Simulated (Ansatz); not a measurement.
Spacing of the highest filled and lowest empty level at the zone centre in eight small model glasses of hand-chosen composition and density, fast-quenched (anions pushed apart in CHGNet runs), each at its PBE geometry, by PBE and by HSE06 (Ansatz, a first-principles code, plane waves, PAW). The cells are the first eight to finish that balance their formal charges, show no moments and no lower geometry on charging where those were tested, and have a gap at both levels; defect levels can set the spacings, and exact exchange is cut at the cells' faces.

```tsv
cell	quench by	pressure (GPa)	levels at the gap	PBE (eV)	experiment, tabulated (eV)
Si30N41In	CHGNet	0.1	localised at the filled edge	2.40	-
In9Ga9Zn9O37Ca	CHGNet	0.2	spread	0.96	-
Si24O49Be	CHGNet	0.6	localised at the filled edge	5.06	-
Zr20O41Sr	CHGNet	0.3	localised at the filled edge	3.61	-
Ga24O38Zr	CHGNet	2.1	localised at the filled edge	1.92	-
Ga24O37Zn	CHGNet	0.2	localised at the filled edge	1.35	-
Si24O53P2	CHGNet	-0.5	localised at the filled edge	4.14	-
Zr20O45P2	CHGNet	-1.6	localised at the filled edge	3.72	-
```

Question: What does HSE06 give, and how does it move these values against PBE?

Answer: Si30N41In 3.72, In9Ga9Zn9O37Ca 2.49, Si24O49Be 6.84, Zr20O41Sr 5.14, Ga24O38Zr 3.63, Ga24O37Zn 3.03, Si24O53P2 5.92, Zr20O45P2 5.24 eV. It raises them by +1.32 to +1.78 eV, +1.61 eV on average. A straight line through the eight gives HSE06 = 1.04 × PBE +1.50 eV, with a scatter of 0.14 eV.
